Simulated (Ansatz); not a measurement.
## Effect of tensor shear ε_xy = +0.57 % on CdS

The reference is CdS in the zinc blende structure (space group F-43m, No. 216; a = 5.8777 Å). Axes: x, y, z lie along the cube axes.

Perturbation: a pure shear with ε_xy = ε_yx = 0.0057, atoms relaxed at fixed cell.

Level of theory: r2SCAN, PAW, 500 eV (Ansatz, an electronic-structure program; scalar-relativistic without spin-orbit coupling). Settings: 10×10×10 k-points, 0.05 eV Fermi–Dirac smearing.

* **Volume per atom**: 25.38 Å³ (base 25.38 Å³)
* **Shortest interatomic distance**: 2.544 Å (base 2.545 Å)
* **Energy relative to the base (free energy F)**: +0.3 meV/atom
* **Pressure (mean of the normal stresses, compression positive)**: 0.0 kbar (base 0.1 kbar)
* **Band gap**: 1.52 eV (base 1.54 eV)
* **Gap character**: direct at Γ (base direct at Γ)
* **Electron mass**: 0.15 mₑ (at Γ) (base 0.15 mₑ (at Γ))
* **Valence-band top at Γ (three highest levels, from the VBM)**: 0.00, -0.02, -0.04 eV (base 0.00, 0.00, 0.00 eV)
* **Stress (xx, yy, zz, yz, xz, xy; compression positive)**: (0.00, 0.00, 0.00, 0.00, 0.00, -0.29) GPa

Final structure:

```
CELL_PARAMETERS angstrom
      0.01675     2.93884     2.93884
      2.93884     0.01675     2.93884
      2.95559     2.95559     0.00000
ATOMIC_POSITIONS crystal
  Cd 0.00127 0.00127 0.99873
  S  0.24873 0.24873 0.25127
```

The cells carry an imposed strain or load. Effective masses come from finite differences of ±0.01 Å⁻¹. No phonon test of stability was made. Labels are those of the standard path for the cell's own space group.
